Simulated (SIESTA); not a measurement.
A relaxation of cell and atoms of CoO (R3m, 4 atoms in the cell) with SIESTA.

Method: LDA PW92, numerical atomic orbitals DZP, PseudoDojo LDA standard norm-conserving potentials (rewritten from UPF to PSML) run with SIESTA.

```yaml
crystal:
  lattice:
    - [1.62689, 0.93929, 5.21199]
    - [-1.62689, 0.93929, 5.21199]
    - [0.00000, -1.87858, 5.21199]
  atoms:
    - { symbol: Co, position: [0.99949, 0.99949, 0.99949], spin: 3.0 }
    - { symbol: Co, position: [0.49950, 0.49950, 0.49950], spin: 3.0 }
    - { symbol: O, position: [0.37550, 0.37550, 0.37550] }
    - { symbol: O, position: [0.87553, 0.87553, 0.87553] }
```
(The spins are starting values, not results.)

Reference input (self-consistent single point, DFT, LDA PW92, numerical atomic orbitals DZP, PseudoDojo LDA standard norm-conserving potentials (rewritten from UPF to PSML)): XC.functional = LDA; XC.authors = PW92; potentials = PseudoDojo LDA standard; PAO.BasisSize = DZP; PAO.EnergyShift = 0.01 Ry; MeshCutoff = 300 Ry; kgrid.MonkhorstPack = 8 8 8; OccupationFunction = FD; ElectronicTemperature = 0.05 eV; Spin = polarized; DM.InitSpin = [1 +3.00, 2 +3.00, 3 +0.00, 4 +0.00]; MaxSCFIterations = 150. This run's input differs from it in these lines:

```diff
@@ -50,2 +50,7 @@
 Diag.ParallelOverK           true
+MD.TypeOfRun                 Broyden
+MD.Steps                     40
+MD.MaxForceTol               0.02 eV/Ang
+MD.VariableCell              true
+MD.MaxStressTol              0.05 GPa
 WriteForces                  true
```

Log, with long lists cut:

```
        iscf     Eharris(eV)        E_KS(eV)     FreeEng(eV)     dDmax    Ef(eV) dHmax(eV)
   scf:    1    -9155.043436    -9189.896786    -9189.946354  0.412875 -1.414578 19.223737
     spin moment: {S} , |S| = {        0.0        0.0    6.40184 }     6.40184
   scf:    2    -9216.994103    -9205.623414    -9205.680404  0.245600 -2.514584  9.446055
     spin moment: {S} , |S| = {        0.0        0.0    6.09054 }     6.09054
   scf:    3    -9211.937729    -9210.286917    -9210.337959  0.100791 -3.656380  1.816541
     spin moment: {S} , |S| = {        0.0        0.0    5.79397 }     5.79397
   [... lines left out ...]
     spin moment: {S} , |S| = {        0.0        0.0    5.67639 }     5.67639
   scf:   16    -9210.428490    -9210.428487    -9210.475464  0.000051 -3.997435  0.000544
     spin moment: {S} , |S| = {        0.0        0.0    5.67683 }     5.67683
   scf:   17    -9210.428493    -9210.428490    -9210.475464  0.000056 -3.997354  0.000206
     spin moment: {S} , |S| = {        0.0        0.0    5.67729 }     5.67729
   scf:   18    -9210.428491    -9210.428490    -9210.475464  0.000003 -3.997357  0.000160
     spin moment: {S} , |S| = {        0.0        0.0    5.67733 }     5.67733
SCF Convergence by DM+H criterion
max |DM_out - DM_in|         :     0.0000028421
max |H_out - H_in|      (eV) :     0.0001596769
SCF cycle converged after 18 iterations

Using DM_out to compute the final energy and forces

siesta: E_KS(eV) =            -9210.4285

siesta: E_KS - E_eggbox =     -9210.4285

siesta: Atomic forces (eV/Ang):
     1    0.000000    0.000000    0.192149
     2   -0.000000   -0.000000    0.189121
     3   -0.000000   -0.000000   -0.201431
     4    0.000000   -0.000000   -0.208697
   Tot    0.000000   -0.000001   -0.028858
   Max    0.208697
   Res    0.114316    sqrt( Sum f_i^2 / 3N )
   Max    0.208697    constrained

Stress tensor Voigt[x,y,z,yz,xz,xy] (kbar):      240.49      240.49      200.63        0.00        0.00       -0.00
(Free)E + p*V (eV/cell)    -9217.2522
   [... lines left out ...]
siesta: Pressure (static):       -227.20657975  kBar
siesta: Pressure (total):       -227.20657975  kBar
No target stress found, assuming hydrostatic MD.TargetPressure.
Target stress (kBar)
outcell: Cell volume (Ang**3)        :     38.4087
        iscf     Eharris(eV)        E_KS(eV)     FreeEng(eV)     dDmax    Ef(eV) dHmax(eV)
siesta: Pressure (static):          0.33071604  kBar
siesta: Pressure (total):          0.33071604  kBar
outcell: Cell volume (Ang**3)        :     38.4087
siesta: FreeEng =     -9211.231717
   [... lines left out ...]
              0.010   0.010   0.010   0.010   0.010

mulliken: Qtot =       23.000

Mulliken Atomic Populations:
Atom #   charge [q] valence [e]      Sz [e]  Species
     1     0.526789   16.473211   -0.000687  Co
     2     0.526712   16.473288    0.000686  Co
     3    -0.526797    6.526797   -0.000045  O
     4    -0.526704    6.526704    0.000045  O
 Total     0.000000               -0.000000
```

The run converged. 

Summary of the result:
| Property | Value |
|---|---|
| Free energy E − TS | -9211.2317 eV |
| Fermi level (on the code's own zero) | -3.39 eV |
| Pressure | 0.03 GPa |
| Largest force (vector length) | 0.017 eV/Å |
| Size of the cell's spin moment | 0.00 μB |
| Final cell | a = b = c = 5.1663 Å, α = β = γ = 33.99° |
| Final volume per atom | 9.60 Å³ |
| Relaxation steps | 15 |

The starting cell comes from a database of computed structures (which also holds hypothetical and non-ambient phases and stackings), without a prior relaxation at this level. Its lattice was rescaled by a random factor within 2.5 % of one. The starting moments vanished: the run ended non-magnetic, which need not be the lowest state. Values carry the incompleteness of an atom-centred basis.

Cost on one core of a shared machine: roughly 10 min.
